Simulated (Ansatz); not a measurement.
For MoPt2 (Immm, No. 71), rVV10 in Ansatz (PAW) gives:

| Item | Value |
|---|---|
| equilibrium volume per atom | 15.83 Å³/atom |
| bulk modulus | 255 GPa |
| cohesive energy | 6.44 eV/atom |

Q: What does r²SCAN (Ansatz, a program for electronic structure, plane waves, PAW) give for the same quantities?

A: 
- equilibrium volume per atom: 15.11 Å³/atom (falls by 4.5 %)
- bulk modulus: 294 GPa (increases by 15 %)
- cohesive energy: 6.05 eV/atom (falls by 0.39 eV/atom)

Changes are worked out from the printed values.

Unless a cell is named, each level is at its own relaxed cell (rVV10 15.83, r²SCAN 15.11 Å³/atom).

Levels without +SOC leave out spin–orbit coupling, which shifts energies and cells of such heavy elements.

The crystal itself was run without spin with rVV10, r²SCAN; a magnetic state was not tried in these runs.

Caveats: the relaxation could not lower the start's symmetry, so the cell can be a saddle point above a distorted one (rVV10, r²SCAN). Ansatz's density-functional and Hartree–Fock values are scalar-relativistic unless marked +SOC, with PAW data made under PBE.
